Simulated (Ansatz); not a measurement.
We look at the formation energy of TiC (rock salt, Fm-3m) from the elements. Reaction: C (graphite) + Ti (hcp) → TiC (rock salt). The sign is products less reactants. The value is per atom of the solid.

TiC (rock salt, Fm-3m), 2 atoms in the cell; spin state with PBE: run without spin, k-point mesh 14×14×14 on the run's own vectors.
```cif
data_CTi
_chemical_formula_sum 'Ti1 C1'
_space_group_name_H-M_alt 'P 1'
_space_group_IT_number 1
_cell_length_a 3.03395
_cell_length_b 3.03395
_cell_length_c 3.03395
_cell_angle_alpha 60.000
_cell_angle_beta 60.000
_cell_angle_gamma 60.000
loop_
_space_group_symop_operation_xyz
  'x, y, z'
loop_
_atom_site_label
_atom_site_type_symbol
_atom_site_fract_x
_atom_site_fract_y
_atom_site_fract_z
_atom_site_occupancy
Ti1 Ti 0.00000 0.00000 0.00000 1
C1 C 0.50000 0.50000 0.50000 1
```

C (graphite, P6₃/mmc), 4 atoms in the cell, k-point mesh 18×18×6 on the run's own vectors. Conventional cell: a = 2.4650 Å, b = 2.4650 Å, c = 6.7411 Å, α = 90.00°, β = 90.00°, γ = 120.00°.

Ti (hcp, P6₃/mmc), 2 atoms in the cell; spin state with PBE: run without spin, k-point mesh 24×24×14 on the run's own vectors. Conventional cell: a = b = 2.887 Å, c = 4.577 Å, α = β = 90.00°, γ = 120.00°.

Computed with Ansatz (plane waves, PAW), its PAW set soft_1, cutoff 420 eV, 500 eV for r2SCAN. The structures are at rest with PBE+D3(BJ); other levels are single points on them. Neutral cells; Fermi-Dirac smearing of at most 0.10 eV in the solids, energies taken to zero width. The lattices are those relaxed with PBE+D3(BJ), so at other levels the solids can be strained, which adds to the spread. A dispersion term (D3(BJ), or D4 for r2SCAN) was computed beside these levels and is taken off wherever the name lacks it. Static lattices, no vibrational contributions.

Problem. Give the value at the level PBE+D3(BJ).

Solution. -0.90 eV/atom, for C (graphite) + Ti (hcp) → TiC (rock salt).

Problem. How does the value move with the functional?

Solution. 
```json
[
 {"Level": "PBE", "value (eV/atom)": "-0.84", "less PBE+D3(BJ)": "0.06"},
 {"Level": "r2SCAN+D4", "value (eV/atom)": "-1.02", "less PBE+D3(BJ)": "-0.12"}
]
```

The levels span 0.18 eV/atom, from r2SCAN+D4 (-1.02) to PBE (-0.84).

Ansatz is an electronic-structure program.
